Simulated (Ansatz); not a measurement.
Ga2S3 (model structure, started from the beta Ga2O3 type, C2/m, No. 12, 10 atoms in the cell) was calculated with LDA (Ansatz, a quantum-chemistry and plane-wave program, PAW).

Numerical settings: plane-wave cutoff 520 eV, 10×10×6 k mesh (along the axes of the cell as run), Fermi–Dirac smearing 0.01 eV, scalar-relativistic PAW data made under PBE.

Cell (relaxed at this level):

```cif
data_Ga8S12
_chemical_formula_sum 'Ga8 S12'
_space_group_name_H-M_alt 'C2/m'
_space_group_IT_number 12
_space_group_name_Hall '-C 2y'
_cell_length_a 15.30465
_cell_length_b 3.60268
_cell_length_c 6.91775
_cell_angle_alpha 90.000
_cell_angle_beta 102.733
_cell_angle_gamma 90.000
loop_
_atom_site_label
_atom_site_type_symbol
_atom_site_symmetry_multiplicity
_atom_site_Wyckoff_symbol
_atom_site_fract_x
_atom_site_fract_y
_atom_site_fract_z
_atom_site_occupancy
Ga1 Ga 4 i 0.08756 0.00000 0.80331 1
Ga2 Ga 4 i 0.16226 0.50000 0.31310 1
S1 S 4 i 0.18278 0.00000 0.10344 1
S2 S 4 i 0.17115 0.00000 0.56198 1
S3 S 4 i 0.00038 0.50000 0.25267 1
```
(The calculation used a cell of 10 atoms; values per cell refer to that cell.)

Problem. What does this level give for the band gap and smallest direct gap on the k points sampled?

Solution. 
* **band gap**: 0.59 eV (indirect)
* **smallest direct gap on the k points sampled**: 0.63 eV

Note: the relaxation could raise the start's symmetry but not lower it, so the cell can be a saddle point.

Spin–orbit coupling is not included.

Computed values are for the static lattice.

A model structure was made by putting elements into a prototype or built by hand; it is no filed structure, need not be a known phase, and can be a saddle point held by its symmetry.
